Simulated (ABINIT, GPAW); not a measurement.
An ABINIT input for a self-consistent single point of BeS (F-43m, 2 atoms in the cell) (DFT, PBEsol, plane waves, norm-conserving pseudopotentials (PseudoDojo nc-sr-04 PBEsol standard)):

```
# BeS, PseudoDojo nc-sr-04 PBEsol standard
pp_dirpath "./"
pseudos "Be.upf, S.upf"
acell 6.5074798261 6.5074798261 6.5074798261
rprim
        -0.0000000000    0.7071067812    0.7071067812
         0.7071067812   -0.0000000000    0.7071067812
         0.7071067812    0.7071067812   -0.0000000000
natom 2
ntypat 2
znucl 4 16
typat 1 2
xcart
         0.0000000000    0.0000000000    0.0000000000
         1.2175000000    1.2175000000    1.2175000000
      Angstrom
ecut 44 Ha
ixc -116133
occopt 3
tsmear 0.02 eV
nband 10
kptopt 1
ngkpt 12 12 12
nshiftk 1
shiftk 0 0 0
nstep 80
tolvrs 1.0e-11
prtwf 0
prtden 0
```

Question: Translate this input to GPAW.

Answer: One input that does it (others would too):

```python
from ase import Atoms
from ase.units import GPa
from gpaw import GPAW, PW, FermiDirac

atoms = Atoms(['Be', 'S'],
              cell=[[0.000000, 2.435000, 2.435000],
                    [2.435000, 0.000000, 2.435000],
                    [2.435000, 2.435000, 0.000000]],
              positions=[[0.000000, 0.000000, 0.000000],
                         [1.217500, 1.217500, 1.217500]],
              pbc=True)

calc = GPAW(mode=PW(850),
            xc='PBEsol',
            kpts={'size': (12, 12, 12), 'gamma': True},
            occupations=FermiDirac(0.02),
            nbands=-6,
            convergence={'forces': 0.001, 'bands': -4},
            symmetry={'symmorphic': False, 'tolerance': 0.0005},
            maxiter=120)

atoms.calc = calc

energy = atoms.get_potential_energy()
print('Energy (eV):', round(energy, 6))
forces = atoms.get_forces()
print('Forces (eV/Ang):')
print(forces.round(5))
stress = atoms.get_stress()
print('Stress (GPa, Voigt):', (stress / GPa).round(4))
```

Basis settings and potentials, where a program has them, do not carry over. This input uses DFT PBEsol, plane waves, GPAW PAW datasets PBEsol (made by gpaw-setup). Both were run: pressure -1.76 GPa in ABINIT and -1.84 in GPAW; gap on the mesh 2.957 eV in ABINIT and 2.951 in GPAW.

On ABINIT: the starting cell has typed, rounded lattice constants, without a prior relaxation at this level.

On GPAW: the starting cell has typed, rounded lattice constants, without a prior relaxation at this level.
